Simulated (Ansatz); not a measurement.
# Response to strain in AlN

Take AlN in the zinc blende structure (space group F-43m, No. 216; a = 4.342 Å) as the base. Axes: x, y, z lie along the cube axes.

Strains are applied to the cell and any free atomic positions relax; under biaxial strain the out-of-plane vector relaxes too.

The values are results of Ansatz (an electronic-structure program), LDA, PAW, cutoff 420 eV, no spin-orbit coupling, not measurements.

```json
[
 {"biaxial strain, plane normal [111], relaxed out of plane (%)": "-2.5", "band gap (eV)": "3.13"},
 {"biaxial strain, plane normal [111], relaxed out of plane (%)": "-2.08", "band gap (eV)": "3.16"},
 {"biaxial strain, plane normal [111], relaxed out of plane (%)": "-1.67", "band gap (eV)": "3.18"},
 {"biaxial strain, plane normal [111], relaxed out of plane (%)": "-1.25", "band gap (eV)": "3.20"},
 {"biaxial strain, plane normal [111], relaxed out of plane (%)": "-0.83", "band gap (eV)": "3.22"},
 {"biaxial strain, plane normal [111], relaxed out of plane (%)": "-0.42", "band gap (eV)": "?"},
 {"biaxial strain, plane normal [111], relaxed out of plane (%)": "0", "band gap (eV)": "3.25"}
]
```

Q: Fit E_g = E₀ + Dε (ε in %) to the rows shown and predict the withheld row.

A: Least squares on the printed values gives E₀ = 3.26 eV, D = 47.3 meV per % of strain (largest residual 0.01 eV); this predicts 3.24 eV, and the run gives 3.24 eV, in agreement.

Semilocal Kohn–Sham gaps tend to fall short of experiment. No phonon test of stability was made. This is not the structure that AlN has at room temperature and ambient pressure.
